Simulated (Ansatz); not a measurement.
## A computed series for Al2Cu: response to strain

The reference is Al$_{2}$Cu (space group I4/mcm, No. 140; a = 6.002 Å, c = 4.814 Å). Axes: x, y, z lie along a, b, c of the conventional cell.

Strains are applied to the cell and any free atomic positions relax.

Levels (all Ansatz, a program for electronic structure, PAW, earlier PAW set): PBEsol (420 eV, spin-orbit coupling left out); r2SCAN (500 eV, no spin-orbit coupling); PBEsol+SOC (420 eV, with spin-orbit coupling).

Pressures by level, all at the geometries relaxed with PBEsol:

```tsv
case	PBEsol	r2SCAN	PBEsol+SOC
base	0.0 GPa	-0.4 GPa	0.0 GPa
isotropic strain +0.49 %	-1.5 GPa	-2.0 GPa	-1.5 GPa
uniaxial strain ε_zz = −1.22 %	1.4 GPa	1.0 GPa	1.3 GPa
strain tensor (xx, yy, zz, yz, xz, xy) = (+0.54, +1.00, −0.70, −2.02, +0.17, +0.13) %	-0.8 GPa	-1.2 GPa	-0.8 GPa
```

Single points use the geometry relaxed with PBEsol. Their cutoffs differ, which shifts pressures a little. Differences between runs with and without spin-orbit coupling are approximate. Whether these cells are dynamically stable was not tested. The runs without spin-orbit coupling are not spin-polarised.
